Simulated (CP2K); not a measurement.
A self-consistent single point of LiTaF6 (R-3, 8 atoms in the cell) with CP2K.

Method: LDA (Pade form), GPW, DZVP-MOLOPT-SR-GTH basis, GTH-PADE potentials (GTH_POTENTIALS) in CP2K.

```yaml
crystal:
  lattice:
    - [5.42144, 0.00000, 0.00000]
    - [2.95696, 4.54405, 0.00000]
    - [2.95696, 1.60372, 4.25165]
  atoms:
    - { symbol: Li, position: [0.50000, 0.50000, 0.50000] }
    - { symbol: Ta, position: [0.00000, 0.00000, 0.00000] }
    - { symbol: F, position: [0.64967, 0.24539, 0.86097] }
    - { symbol: F, position: [0.35033, 0.75461, 0.13903] }
    - { symbol: F, position: [0.86097, 0.64967, 0.24539] }
    - { symbol: F, position: [0.13903, 0.35033, 0.75461] }
    - { symbol: F, position: [0.24539, 0.86097, 0.64967] }
    - { symbol: F, position: [0.75461, 0.13903, 0.35033] }
```

Reference input (self-consistent single point, DFT PBEsol, GPW, DZVP-MOLOPT-SR-GTH basis, GTH-PBE potentials (GTH_POTENTIALS)): CUTOFF = 550 Ry; REL_CUTOFF = 40 Ry; KPOINTS/SCHEME = MONKHORST-PACK 6 6 6; GAMMA_CENTERED = T; XC_FUNCTIONAL = PBE:PBESOL; Li/BASIS_SET = DZVP-MOLOPT-SR-GTH-q3; Li/POTENTIAL = GTH-PBE-q3; Ta/BASIS_SET = DZVP-MOLOPT-SR-GTH-q13; Ta/POTENTIAL = GTH-PBE-q13; F/BASIS_SET = DZVP-MOLOPT-SR-GTH-q7; F/POTENTIAL = GTH-PBE-q7; METHOD = GPW. This run's input differs from it in these lines:

```diff
@@ -40,6 +40,3 @@
     &XC
-      &XC_FUNCTIONAL
-        &PBE
-          PARAMETRIZATION PBESOL
-        &END PBE
+      &XC_FUNCTIONAL PADE
       &END XC_FUNCTIONAL
@@ -81,3 +78,3 @@
       BASIS_SET DZVP-MOLOPT-SR-GTH-q3
-      POTENTIAL GTH-PBE-q3
+      POTENTIAL GTH-PADE-q3
     &END KIND
@@ -85,3 +82,3 @@
       BASIS_SET DZVP-MOLOPT-SR-GTH-q13
-      POTENTIAL GTH-PBE-q13
+      POTENTIAL GTH-PADE-q13
     &END KIND
@@ -89,3 +86,3 @@
       BASIS_SET DZVP-MOLOPT-SR-GTH-q7
-      POTENTIAL GTH-PBE-q7
+      POTENTIAL GTH-PADE-q7
     &END KIND
```

Output (repeated stretches shortened):

```
 SCF WAVEFUNCTION OPTIMIZATION

  Step     Update method      Time    Convergence         Total energy    Change
     1 NoMix/Diag. 0.20E+00      -     1.66695947      -211.2436288822 -2.11E+02
     2 Broy./Diag. 0.20E+00      -     0.04770093      -204.5515437644  6.69E+00
     3 Broy./Diag. 0.20E+00      -     0.10044351      -209.1994385524 -4.65E+00
     4 Broy./Diag. 0.20E+00      -     0.02410526      -212.2702629340 -3.07E+00
     5 Broy./Diag. 0.20E+00      -     0.04033304      -210.8567553095  1.41E+00
     6 Broy./Diag. 0.20E+00      -     0.00685553      -211.5042468219 -6.47E-01
   [... 12 lines left out ...]
    19 Broy./Diag. 0.20E+00      -     0.00000033      -211.4592584802  5.10E-06
    20 Broy./Diag. 0.20E+00      -     0.00000036      -211.4592609444 -2.46E-06
    21 Broy./Diag. 0.20E+00      -     0.00000021      -211.4592612089 -2.65E-07
    22 Broy./Diag. 0.20E+00      -     0.00000008      -211.4592603395  8.69E-07
  *** SCF run converged in    22 steps ***

  Overlap energy of the core charge distribution:               0.00000015431728
  Self energy of the core charge distribution:               -472.55354620715656
  Core Hamiltonian energy:                                    127.07421162024731
  Hartree energy:                                             169.95442083335740
  Exchange-correlation energy:                                -35.93434674026494

  Total energy:                                              -211.45926033949954

 ENERGY| Total FORCE_EVAL ( QS ) energy [hartree]           -211.459260095884019

 FORCES| Atomic forces [hartree/bohr]
 FORCES|   Atom     x               y               z               |f|
 FORCES|      1 -5.96449860E-10 -3.24414815E-10 -2.73273368E-11   6.79517617E-10
   [... lines left out ...]

 STRESS| Analytical stress tensor [bar]
 STRESS|                        x                   y                   z
 STRESS|      x       -1.08499167355E+05   1.48638990066E+03   1.02791136139E+03
 STRESS|      y        1.48638990066E+03  -1.10433650164E+05   5.57511484078E+02
 STRESS|      z        1.02791136139E+03   5.57511484078E+02  -1.10854319999E+05
 STRESS| 1/3 Trace                                            -1.09929045839E+05
```

The run converged in 22 iterations. Against the reference run the pressure goes from -2.10 to -10.99 GPa, the largest force goes from 0.634 to 1.242 eV/Å and the gap on the mesh goes from 6.391 to 6.833 eV.

The starting cell comes from a database of computed structures (which also holds hypothetical and non-ambient phases and stackings), without a prior relaxation at this level. Spin-orbit coupling is off. Values carry the incompleteness of an atom-centred basis. With a pressure of about -11 GPa the cell is away from its equilibrium volume at this level. Forces in this geometry exceed 1 eV/Å.

Cost on one core of a shared machine: roughly 60 s.
